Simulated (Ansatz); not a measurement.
# Point defect N interstitial started as a split pair with N in wurtzite GaN

Method: PBE, PAW (plane waves to 420 eV; Ansatz, a program for electronic structure). A supercell of 192 sites (4×2×3 repeats of a cell of 8 atoms) was used; the energies come from a 2×2×2 shifted sampling of its zone. Site at the start: split with N. Finite-size correction: monopole term and site-potential alignment. Dielectric constants: PBE linear response of the host. Host gap at this level: 1.71 eV. These values are not converged in cell size to better than tenths of an eV. PBE underestimates the host's gap, which shifts levels and can delocalise carriers. Spin–orbit coupling is left out. Each state is the lowest found from its start.

Formation energies E_f are given with the Fermi level at the valence-band maximum. Chemical conditions: Ga-rich (Δμ(N) = -0.88 eV; only phases computed here count, gases as isolated molecules at 0 K); N-rich (Δμ(N) = 0.00 eV; only phases computed here count, gases as isolated molecules at 0 K). Reference phases: N: N2 molecule in a box.

The name describes the start; the neighbours show where the atoms ended.

Charges with a result: +3, +2, +1, 0, −1. Others weren't obtained, and one of them could lie lower, also by skipping a charge.

```tsv
charge	moment (μB)	largest move off a lattice site (Å)	neighbours of the last N atom of the defect at the end (Å)	image correction with alignment (eV)	E_f, Ga-rich (eV)	E_f, N-rich (eV)	above the lowest spin state (eV)
+3†	not spin-polarised	0.65	N 1.13, Ga 2.23, Ga 2.33	1.31	–	–	0.00
+2†	1.0	0.50	N 1.20, Ga 2.09, Ga 2.16, Ga 2.70, N 2.77, Ga 2.81, N 2.83	0.61	–	–	0.00
+1	2.0	0.35	N 1.27, Ga 1.97, Ga 1.98, Ga 2.71, Ga 2.72, N 2.77	0.18	4.11	3.22	0.00
+1	not spin-polarised	0.36	N 1.26, Ga 1.95, Ga 1.99, Ga 2.65, N 2.77, Ga 2.77, N 2.78	0.17	4.68	3.79	0.57
0	1.0	0.28	N 1.34, Ga 1.89, Ga 1.89	0.00	5.39	4.51	0.00
−1†	not spin-polarised	0.31	N 1.44, Ga 1.83, Ga 1.84, Ga 2.63, Ga 2.67, N 2.77	0.10	–	–	0.00
```

† Not settled in this cell, so no level is given: charge +3: level within 0.1 eV of a band edge or past it; charge +2: level within 0.1 eV of a band edge or past it; charge −1: level within 0.1 eV of a band edge or past it.

No other site or start that was run ended lower by more than 0.1 eV.

Transition levels above the valence-band maximum: ε(+1/0) = 1.28 eV. On the lower envelope of the bound states, inside the gap: (+1/0) at 1.28 eV.

Flagged in the runs: a host whose relaxation on this sampling wasn't shown to rest, a strain field that reaches the edge of the cell.
